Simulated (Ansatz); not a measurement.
Computed with PBE (plane waves to 420 eV, PAW; Ansatz, a quantum-chemistry and plane-wave program).

Electrostatic potential energy of an electron, averaged over planes parallel to the surface, in eV from the Fermi level, for the (0001) surface of hcp Co, ferromagnetic, (√3x√3)R30°, one Co site of the top plane empty (bottom of the slab: a bare face, its two planes held):

(z (Å), V (eV)): (3.83, 5.00); (4.12, 5.00); (4.42, 5.00); (4.71, 5.00); (5.01, 4.99); (5.30, 4.97); (5.59, 4.94); (5.89, 4.86); (6.18, 4.71); (6.48, 4.39); (6.77, 3.72); (7.07, 2.31); (7.36, -1.12); (7.66, -9.31); (7.95, -17.64); (8.24, -20.40); (8.54, -16.00); (8.83, -7.22); (9.13, -1.25); (9.42, -2.82); (9.72, -10.94); (10.01, -18.64); (10.31, -20.30); (10.60, -14.92); (10.89, -5.95); (11.19, -0.88); (11.48, -3.24); (11.78, -11.67); (12.07, -19.02); (12.37, -20.06); (12.66, -14.16); (12.96, -5.26); (13.25, -0.97); (13.54, -4.49); (13.84, -13.25); (14.13, -19.71); (14.43, -19.45); (14.72, -12.63); (15.02, -3.99); (15.31, -0.89); (15.61, -5.33); (15.90, -14.27); (16.19, -20.15); (16.49, -19.12); (16.78, -11.84); (17.08, -3.51); (17.37, -1.69); (17.67, -6.19); (17.96, -11.06); (18.26, -12.20); (18.55, -8.73); (18.84, -2.77); (19.14, 1.35); (19.43, 2.83); (19.73, 3.53); (20.02, 3.87); (20.32, 4.04); (20.61, 4.12); (20.91, 4.16); (21.20, 4.18); (21.49, 4.19); (21.79, 4.19); (22.08, 4.20); (22.38, 4.20); (22.67, 4.20)

Model: 17-atom slab, 10.1 Å thick at the start with caps and adatoms (thin: gaps and levels are the slab's own), 10x10x1 mesh, Fermi-Dirac 0.1 eV, dipole correction, 6 atoms held, the rest relaxed; start symmetry kept, larger cells not searched; spin-polarised, ending with about 28.6 μB a cell; orders that need a larger cell were not tried, no spin-orbit, no U. In PBE it lies 0.10 eV a 1x1 cell over the lowest computed structure of the same composition (one row in 3 of the top plane missing).

Problem. The surface cell has an area of 16.15 Å². What dipole along the normal does the step between the two vacuum levels imply?

Solution. the top vacuum level lies 0.80 eV below the bottom one; p = −ε₀ A ΔV (ε₀ = 0.005526 e/(V·Å)) gives 0.07 e·Å a cell.
